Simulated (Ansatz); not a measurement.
The reference is Si in the diamond structure (space group Fd-3m, No. 227; a = 5.434 Å).

Level of theory: PBEsol (Ansatz, a program for electronic structure), no SOC.

Base values:

| Item | Value |
|---|---|
| Density | 2.33 g/cm³ |
| Smallest direct gap | 2.52 eV |
| Valley order | a point along ⟨100⟩, about 1.0 Å⁻¹ from Γ 0.47 eV; L along ⟨111⟩ 1.46 eV |

Perturbation: cell and atoms relaxed at a pressure of 0.9 GPa.

**Question.** What does the calculation give for the density after the change?

**Answer.** The density increases by 0.02 g/cm³ to 2.35 g/cm³.

**Question.** Predict the new smallest direct gap.

**Answer.** The smallest direct gap remains 2.52 eV.

**Question.** What does the calculation give for the valley order after the change?

**Answer.** The valley order (the lowest conduction-band minima on the path, energy above the VBM, named in the base's zone) becomes a point along ⟨100⟩, about 1.0 Å⁻¹ from Γ 0.45 eV; L along ⟨111⟩ 1.49 eV (base: a point along ⟨100⟩, about 1.0 Å⁻¹ from Γ 0.47 eV; L along ⟨111⟩ 1.46 eV).

Load acts through the strain it causes; cell and atoms are relaxed under it. Stability against distortions was not tested.
